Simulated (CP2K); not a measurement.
A self-consistent single point of CuI (F-43m, 2 atoms in the cell) with CP2K.

Level of theory: PBE, GPW, DZVP-MOLOPT-SR-GTH basis, GTH-PBE potentials (GTH_POTENTIALS) (CP2K 2026.2).

The change in words: lattice scaled by 0.98. Reference geometry:
```
CELL_PARAMETERS angstrom
      4.27800     0.00000     0.00000
      2.13900     3.70485     0.00000
      2.13900     1.23495     3.49297
ATOMIC_POSITIONS crystal
  Cu 0.00000 0.00000 0.00000
  I  0.25000 0.25000 0.25000
```

Reference input (self-consistent single point, DFT PBE, GPW, DZVP-MOLOPT-SR-GTH basis, GTH-PBE potentials (GTH_POTENTIALS)): CUTOFF = 600 Ry; REL_CUTOFF = 60 Ry; SMEAR/METHOD = FERMI_DIRAC; ELECTRONIC_TEMPERATURE = 116.05 K; KPOINTS/SCHEME = MONKHORST-PACK 5 5 5; XC_FUNCTIONAL = PBE; Cu/BASIS_SET = DZVP-MOLOPT-SR-GTH-q11; Cu/POTENTIAL = GTH-PBE-q11; I/BASIS_SET = DZVP-MOLOPT-SR-GTH-q7; I/POTENTIAL = GTH-PBE-q7; METHOD = GPW; EPS_DEFAULT = 1e-10. This run's input differs from it in these lines:

```diff
@@ -63,4 +63,4 @@
     &CELL
-      ABC 4.27799600 4.27799582 4.27799589
-      ALPHA_BETA_GAMMA 59.99999964 59.99999916 59.99999857
+      ABC 4.19243600 4.19243593 4.19243627
+      ALPHA_BETA_GAMMA 60.00000231 60.00000213 59.99999946
       PERIODIC XYZ
@@ -69,3 +69,3 @@
       Cu       0.00000000     0.00000000     0.00000000
-      I        2.13899800     1.23495100     0.87324225
+      I        2.09621800     1.21025200     0.85577750
     &END COORD
```

Log, with long lists cut:

```
 SCF WAVEFUNCTION OPTIMIZATION

  Step     Update method      Time    Convergence         Total energy    Change
     1 NoMix/Diag. 0.40E+00      -     0.55222983       -59.6898409274 -5.97E+01
     2 Broy./Diag. 0.40E+00      -     0.09742644       -60.1638336473 -4.74E-01
     3 Broy./Diag. 0.40E+00      -     0.01392749       -59.5327758761  6.31E-01
     4 Broy./Diag. 0.40E+00      -     0.00307216       -59.5973908102 -6.46E-02
     5 Broy./Diag. 0.40E+00      -     0.00282006       -59.6087183843 -1.13E-02
     6 Broy./Diag. 0.40E+00      -     0.00058008       -59.5930621536  1.57E-02
   [... 3 lines left out ...]
    10 Broy./Diag. 0.40E+00      -     0.00000454       -59.6006303353  2.76E-05
    11 Broy./Diag. 0.40E+00      -     0.00000087       -59.6006355151 -5.18E-06
    12 Broy./Diag. 0.40E+00      -     0.00000099       -59.6006315787  3.94E-06
    13 Broy./Diag. 0.40E+00      -     0.00000008       -59.6006270143  4.56E-06
  *** SCF run converged in    13 steps ***

  Overlap energy of the core charge distribution:               0.00000001986595
  Self energy of the core charge distribution:                -89.08606749651483
  Core Hamiltonian energy:                                     26.94584367019900
  Hartree energy:                                              12.63942621383137
  Exchange-correlation energy:                                -10.09982942163393
  Electronic entropic energy:                                  -0.00000000000000
  Fermi energy:                                                 0.18653752665712

  Total energy:                                               -59.60062701425244
  Total energy (extrapolated to T->0):                        -59.60062701425244

   [... lines left out ...]

 STRESS| Analytical stress tensor [bar]
 STRESS|                        x                   y                   z
 STRESS|      x        5.54551380856E+04   1.73814454874E+00   1.22903900777E+00
 STRESS|      y        1.73814454874E+00   5.54531360381E+04   6.98863392594E-01
 STRESS|      z        1.22903900777E+00   6.98863392594E-01   5.54525068862E+04
 STRESS| 1/3 Trace                                             5.54535936700E+04
```

The run converged in 13 iterations. Against the reference run the free energy rises by 38.3 meV/atom, the pressure goes from 2.19 to 5.55 GPa and the gap on the mesh goes from 1.181 to 1.353 eV.

The starting cell has typed, rounded lattice constants, without a prior relaxation at this level. For this run, on top of that: lattice scaled by 0.98. Spin-orbit coupling is off. Values carry the incompleteness of an atom-centred basis. With a pressure of about 6 GPa the cell is away from its equilibrium volume at this level.

Cost on one core of a shared machine: roughly 30 s.
